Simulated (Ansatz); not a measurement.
The parent structure is Ir in the fcc (Cu type) structure (space group Fm-3m, No. 225; relaxed with 0.1 eV smearing).

```
Ir
1.0
    0.00000     1.93579     1.93579
    1.93579     0.00000     1.93579
    1.93579     1.93579     0.00000
Ir
1
Direct
  0.00000   0.00000   0.00000
```

Cartesian axes are those of the cell as printed.

Computed with Ansatz (a first-principles code), PBE, PAW, cutoff 420 eV, no SOC.

One thing is altered: an isotropic linear strain of +3.00 %, atoms relaxed at fixed cell.

Task: Predict the stress tensor and what it implies for the stiffness.

Result: Stress of the strained cell less that of the base (GPa, compression positive):
```
  -24.4     0.0     0.0
    0.0   -24.4     0.0
    0.0     0.0   -24.4
```

Then B = −ΔP/(ΔV/V₀) with ΔV/V₀ = 0.0927 gives secant stiffness values (nonlinear terms included at this strain): B ≈ 263 GPa.

As a check, the harmonic strain energy −½ V₀ Δσ:ε is 100 meV/atom; the computed energy rise is 112 meV/atom.

Whether these cells are dynamically stable was not tested. The final runs are not spin-polarised.
